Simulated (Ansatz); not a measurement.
The reference is SiO2 in the CdI2 type structure (space group P-3m1, No. 164; a = 2.6699 Å, c = 4.5093 Å; a hypothetical phase, not in the database extracts checked; layered, stacked along the Cartesian z axis).

The change: hydrostatic tension (pressure −1 GPa).

Levels (all Ansatz, a quantum-chemistry and plane-wave program, PAW, earlier PAW set): PBEsol-D3(BJ) (420 eV, spin-orbit coupling left out); HSE06+SOC (420 eV, spin-orbit coupling included).

The geometry is relaxed with PBEsol-D3(BJ).

| Quantity | Result |
|---|---|
| PBEsol-D3(BJ) band gap | 6.29 eV |

Task: What does HSE06+SOC give at this geometry for the band gap?

Result: The band gap increases by 2.06 eV to 8.35 eV.

Single points use the geometry relaxed with PBEsol-D3(BJ). HSE06 gaps are upper bounds (no full band path). Differences between runs with and without spin-orbit coupling are approximate. Load acts through the strain it causes; cell and atoms are relaxed under it. No phonon test of stability was made.
